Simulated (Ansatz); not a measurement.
NaCoO2 (R-3m), PBEsol, rigid bands (Ansatz, a program for electronic structure): band gap 0.84 eV, N_c = 2.08e20 cm⁻³ and N_v = 1.52e21 cm⁻³ at 300 K, conductivity masses along y (a = (1.44, 0.83, 5.12) Å; b = (-1.44, 0.83, 5.12) Å; c = (0.00, -1.67, 5.12) Å) of 1.07 mₑ (electrons) and 5.06 mₑ (holes). Take k_BT = 0.02585 eV.

Question: A film of it is 3 nm thick, with its normal along the direction named. Estimate the confinement energies in an infinite well.

Answer: ħ²π²/(2m t²) = 0.376 eV·nm²/(m/mₑ × t²) gives 39.0 meV for electrons and 8.26 meV for holes, so the gap would widen to about 0.89 eV. Finite barriers and nonparabolic bands lower this, and with several valleys or bands the heaviest mass along the normal sets the lowest level, not this average.

Question: What thermal injection velocity √(2k_BT/πm) limits a ballistic channel along the direction named?

Answer: 5.20e6 cm/s for electrons and 2.39e6 cm/s for holes, a ratio of √(m_h/m_e) = 2.17, for dilute carriers.

Question: Find the intrinsic carrier density and the intrinsic Fermi level.

Answer: n_i = √(N_c N_v) exp(−E_g/2k_BT) = 5.62e20 × exp(−16.25) = 4.9e13 cm⁻³. The level lies (k_BT/2) ln(N_v/N_c) = 26 meV from mid-gap (positive towards the conduction band). Each 0.1 eV added to the gap lowers n_i by a factor of 6.9.

Rigid, parabolic bands with the computed gap; masses take one relaxation time for all states. Spin-orbit coupling is left out; where it splits the top of the valence band, N_v and the p-type Seebeck coefficient come out somewhat high without it.

Computed structure with no diffraction record at hand here (it may be known, metastable or hypothetical): NaCoO2 (R-3m). Treated as nonmagnetic, magnetic states not searched for: NaCoO2 (R-3m).
